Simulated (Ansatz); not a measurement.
We consider L1₂ (Cu3Au-type) Al3Sc, described by PBE0-D3(BJ) in Ansatz (plane waves, PAW).

Run with plane-wave cutoff 460 eV, 8×8×8 k mesh, Fermi–Dirac smearing 0.05 eV, scalar-relativistic PAW data made under PBE.

Cell (relaxed at this level):

```yaml
crystal:
  lattice:
    - [4.02749, 0.00000, 0.00000]
    - [0.00000, 4.02749, 0.00000]
    - [0.00000, 0.00000, 4.02749]
  atoms:
    - { symbol: Sc, position: [0.00000, 0.00000, 0.00000] }
    - { symbol: Al, position: [0.00000, 0.50000, 0.50000] }
    - { symbol: Al, position: [0.50000, 0.00000, 0.50000] }
    - { symbol: Al, position: [0.50000, 0.50000, 0.00000] }
```

### Question
Give the computed bulk modulus and pressure derivative B′ of the bulk modulus.

### Answer

bulk modulus: 103 GPa
pressure derivative B′ of the bulk modulus: 3.9

Measured, for comparison: bulk modulus 91.5 ± 1 GPa (298 K, no zero-point or thermal correction, polycrystal; as tabulated in A Combined Experimental and First-Principles Based Assessment of …). Computed (rounded) less measured: bulk modulus +13 %.

The computed numbers hold no vibrational or temperature effects.

Computing time: about 16 core-minutes (a rough figure).

Ansatz is a program for electronic structure.
